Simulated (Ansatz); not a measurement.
# Enthalpy of formation of GaAs (model structure, within 0.1 Å of Fm-3m, No. 225, 2 atoms in the cell) at several levels of theory

No measured value is used here.

| level (code) | value (eV/atom) |
|---|---|
| PBE (Ansatz) | -0.022 |
| PBEsol (Ansatz) | -0.045 |
| PBE-D3(BJ) (Ansatz) | -0.049 |
| r²SCAN (Ansatz) | ___ |
| HSE06 (Ansatz) | -0.017 |
| PBE0 (Ansatz) | ___ |

Question: What belongs in the gaps?

Answer: 
- r²SCAN (Ansatz, a program for electronic structure), value (eV/atom): -0.031
- PBE0 (Ansatz), value (eV/atom): 0.010

HSE06, PBE0: exact exchange on metals is sensitive to the k mesh and can open a false gap. Values are at the level's own relaxed cell; HSE06 at the r²SCAN cell; PBE0 at the r²SCAN cell. Ansatz's density-functional and Hartree–Fock values are scalar-relativistic unless marked +SOC, with PAW data made under PBE.

A model structure was made by putting elements into a prototype or built by hand; it is no filed structure, need not be a known phase, and can be a saddle point held by its symmetry.
